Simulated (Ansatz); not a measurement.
SnS2 (model structure, started from the HfO2 type, Pbcn, No. 60, 12 atoms in the cell), treated with HSE06 in Ansatz (plane waves, PAW).

Numerical settings: plane-wave cutoff 460 eV, 4×4×4 k mesh, Fermi–Dirac smearing 0.01 eV, scalar-relativistic PAW data made under PBE.

Cell (relaxed with PBEsol):

Space group Pbcn (No. 60); a = 5.858 Å, b = 7.158 Å, c = 6.333 Å, α = β = γ = 90.00°

| atom | site | symmetry | x | y | z |
|---|---|---|---|---|---|
| Sn | 4c | .2. | 0.0000 | 0.3477 | 0.2500 |
| S | 8d | 1 | 0.2460 | 0.0941 | 0.0660 |

Predict the band gap.


- band gap: 0.10 eV (on the SCF k mesh)

Note: the relaxation could raise the start's symmetry but not lower it, so the cell can be a saddle point; cell and atoms aren't relaxed at this level (pressure -0.4 GPa).

Spin–orbit coupling is not included; it can close the smallest gap of 0.10 eV.

Static lattice: no zero-point or thermal effects.

It cost around 10 core-minutes (rough) of CPU time.

A model structure was made by putting elements into a prototype or built by hand; it is no filed structure, need not be a known phase, and can be a saddle point held by its symmetry.

Ansatz is a program for electronic structure.
